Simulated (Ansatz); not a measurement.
C on the Al site (broken-bond start) in metastable zinc-blende AlN (start: the Al site; started 0.95 Å off site, one bond broken; 64-site cell, 2×2×2 shifted sampling). All values below come from PBE, PAW (plane waves to 420 eV; Ansatz, a program for electronic structure). Total energies of the localised charge states, counted from that of charge +1, and their image corrections (point charge with alignment); the host's valence-band maximum lies at 6.722 eV on the cells' energy zero and its gap is 3.31 eV.

```csv
charge,moment (μB),E − E(first) (eV),correction (eV)
+1,not spin-polarised,0.000,0.108
0,1.0,9.938,0.000
−1,not spin-polarised,19.190,0.353
```

**Question.** Derive the transition levels above the valence-band maximum and say which of them are thermodynamic.

**Answer.** A level is the Fermi energy at which two charges have equal formation energy: ε(q/q′) = [E(q′) + corr(q′) − E(q) − corr(q)] / (q − q′) − E_VBM.
ε(+1/0) = [(9.938 + 0.000) − (0.000 + 0.108)] / 1 − 6.722 = 3.11 eV
ε(0/−1) = [(19.190 + 0.353) − (9.938 + 0.000)] / 1 − 6.722 = 2.88 eV
Charge 0 lies above the lower envelope where its neighbours cross, so the level that counts is ε(+1/−1) = [(19.190 + 0.353) − (0.000 + 0.108)] / 2 − 6.722 = 3.00 eV.
Thermodynamic levels at least 0.1 eV inside the gap: (+1/−1) at 3.00 eV. They hold to tenths of an eV in this cell. Only the charges listed were compared. The geometries come from one start. Flagged in the runs: a doubtful potential alignment.
